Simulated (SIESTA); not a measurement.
Band structure of ZrO2 (P4_2/nmc, 6 atoms in the cell).

```
ZrO2
1.0
    3.56345     0.00000     0.00000
    0.00000     3.56345     0.00000
    0.00000     0.00000     5.17186
Zr O
2 4
Direct
  0.00000   0.00000   0.00000
  0.50000   0.50000   0.50000
  0.00000   0.50000   0.30177
  0.00000   0.50000   0.80177
  0.50000   0.00000   0.19823
  0.50000   0.00000   0.69823
```

Method: GGA PBE, numerical atomic orbitals DZP, PseudoDojo PBE standard norm-conserving potentials (rewritten from UPF to PSML) in SIESTA 5.4.2.

Settings: XC.functional = GGA; XC.authors = PBE; potentials = PseudoDojo PBE standard; PAO.BasisSize = DZP; PAO.EnergyShift = 0.01 Ry; MeshCutoff = 400 Ry; kgrid.MonkhorstPack = 9 9 7; OccupationFunction = FD; ElectronicTemperature = 10 K; MaxSCFIterations = 150; SCF.Mixer.Method = Pulay; SCF.Mixer.Weight = 0.25; SCF.Mixer.History = 6; SCF.DM.Tolerance = 1.0E-05.

The starting cell comes from a database of computed structures (which also holds hypothetical and non-ambient phases and stackings), without a prior relaxation at this level. Its lattice was rescaled by a random factor within 2.5 % of one. Values carry the incompleteness of an atom-centred basis.

Task: Predict the gap along the standard path and the places of the band edges.

Result: The gap along the path is 3.91 eV, from Z to Γ; the smallest direct gap on it is 3.98 eV.

Levels in eV from the top of the valence band on the path, bands 21 to 25:
| point | 21 | 22 | 23 | 24 | 25 |
|---|---|---|---|---|---|
| Γ | -0.78 | -0.14 | -0.07 | -0.07 | 3.91 |
| X | -1.46 | -1.46 | -0.14 | -0.14 | 4.40 |
| M | -0.92 | -0.92 | -0.40 | -0.40 | 5.08 |
| Z | -0.53 | -0.53 | 0.00 | 0.00 | 4.48 |
| R | -1.30 | -1.30 | -0.85 | -0.85 | 4.47 |
| A | -1.56 | -1.56 | -0.04 | -0.04 | 5.12 |

Higher empty bands are left out: an atom-centred basis made for the valence describes them poorly.
